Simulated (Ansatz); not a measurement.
**Effect of pressure 100 GPa on HfSi2**

The reference is HfSi2 (space group Cmcm, No. 63; a = 3.650 Å, b = 14.351 Å, c = 3.635 Å).

It is then changed as follows: cell and atoms relaxed at a pressure of 100 GPa.

The values are results of PBEsol, PAW, 420 eV (Ansatz, a first-principles code; without spin-orbit coupling), earlier PAW set, not measurements. Settings: 13×13×13 k-points, 0.05 eV Fermi–Dirac smearing.

| quantity | base | changed | shift |
|---|---|---|---|
| volume per atom | 15.87 Å³ | 11.06 Å³ | -4.81 Å³ |
| density | 8.19 g/cm³ | 11.75 g/cm³ | +3.56 g/cm³ |
| shortest interatomic distance | 2.412 Å | 2.302 Å | -0.1094 Å |
| band gap | zero | zero | – |

Final structure:

```yaml
crystal:
  lattice:
    - [1.66162, -6.01985, 0.00000]
    - [1.66162, 6.01985, 0.00000]
    - [0.00000, 0.00000, 3.31564]
  atoms:
    - { symbol: Si, position: [0.93365, 0.06635, 0.75000] }
    - { symbol: Si, position: [0.06635, 0.93365, 0.25000] }
    - { symbol: Si, position: [0.25008, 0.74992, 0.75000] }
    - { symbol: Si, position: [0.74992, 0.25008, 0.25000] }
    - { symbol: Hf, position: [0.59860, 0.40140, 0.75000] }
    - { symbol: Hf, position: [0.40140, 0.59860, 0.25000] }
```

Load acts through the strain it causes; cell and atoms are relaxed under it. Whether these cells are dynamically stable was not tested. Competing high-pressure phases were not computed. All final runs are without spin polarisation.
